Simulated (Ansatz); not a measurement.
Base system: SiC in the zinc blende structure (space group F-43m, No. 216).

Space group F-43m (No. 216); a = 4.3797 Å, b = 4.3797 Å, c = 4.3797 Å, α = 90.00°, β = 90.00°, γ = 90.00°

```
atom  site  symmetry       x       y       z
----  ----  --------  ------  ------  ------
C       4c      -43m  0.2500  0.2500  0.2500
Si      4a      -43m  0.0000  0.0000  0.0000
```
(The calculation used a cell of 2 atoms; values per cell refer to that cell.)

Calculations: PBE in Ansatz (plane waves to 420 eV, PAW, no spin-orbit coupling), earlier PAW set.

For the base:

The band gap comes out as 1.37 eV and the smallest direct gap is 4.53 eV.

Perturbation: an isotropic linear strain of +1.46 %; the atoms relax in the strained cell.

### Question
What does the calculation give for the band gap and smallest direct gap after the change?

### Answer
The band gap goes up by 0.04 eV, from 1.37 eV to 1.41 eV; the smallest direct gap shrinks by 0.048 eV (4.53 eV → 4.49 eV).

No phonon test of stability was made.

Ansatz is a quantum-chemistry and plane-wave program.
